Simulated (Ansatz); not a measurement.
What uniaxial strain ε_zz = −1.50 % does to GaSb

Take GaSb in the zinc blende structure (space group F-43m, No. 216; a = 6.049 Å) as the base. Axes: x, y, z lie along the cube axes.

The change: the cell is compressed by 1.50 % along z with no lateral relaxation; the atoms relax in the strained cell.

All numbers come from LDA (Ansatz, a program for electronic structure, PAW, scalar-relativistic without spin-orbit coupling). Γ-centred 13×13×13 mesh, Fermi–Dirac width 0.05 eV.

The volume per atom falls by 0.41 Å³ to 27.25 Å³ and the space group becomes I-4m2 (No. 119) (base: F-43m (No. 216)). The shortest interatomic distance decreases by 0.013 Å to 2.606 Å and the energy increases by 1.7 meV/atom. The band gap goes up by 0.049 eV, from 0.07 eV to 0.11 eV (uncertain: the Fermi level lies in a band; the base alone) and the stress (xx, yy, zz, yz, xz, xy; compression positive) comes out as (0.64, 0.64, 1.33, 0.00, 0.00, 0.00) GPa.

With Sb present, leaving out spin-orbit coupling can change the band edges. Whether these cells are dynamically stable was not tested. The zero or small gap of GaSb can change with the level of theory.
